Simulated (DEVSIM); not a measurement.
Device: abrupt Si n-p junction, at 300 K.

Layer 1 from the left is Si, thickness (μm) 0.320, Nd (cm⁻³) 4.2e17, τn (s) 4.4e-7, τp (s) 4.4e-7. Layer 2 from the left is Si, thickness (μm) 82.0, Na (cm⁻³) 2.6e14, τn (s) 4.4e-7, τp (s) 4.4e-7.

Left contact: ohmic. Right contact: ohmic. Voltage is applied to the left contact. Recombination: SRH at mid-gap, radiative. Gap narrowing is on: ΔEg = 6.92 meV × (l + √(l² + 0.5)), l = ln(N/1.3e17 cm⁻³), shared equally by both band edges. Mobility is μmin + (μ − μmin)/(1 + (N/Nref)^α).

The device is made up for the run: typed textbook-type constants, with dimensions and the other settings drawn at random. Values at 300 K.

Si: gap (eV) 1.124, affinity (eV) 4.05, permittivity 11.7, Nc (cm⁻³) 2.86e19, Nv (cm⁻³) 3.1e19, μn (cm²/Vs) 1417, μp (cm²/Vs) 470, μn,min 52, μp,min 45, Nref,n 9.7e16, Nref,p 2.2e17, αn 0.68, αp 0.72, B (cm³/s) 4.7e-15.

DEVSIM, 1D drift-diffusion, Boltzmann statistics, complete ionisation; no tunnelling, impact ionisation, image-force lowering or self-heating.

Problem. What does the simulation give for the largest field in the device at zero bias, the dark forward voltage at 1 A/cm²?

Solution. largest field in the device at zero bias 32000 V/cm; dark forward voltage at 1 A/cm² 0.640 V.
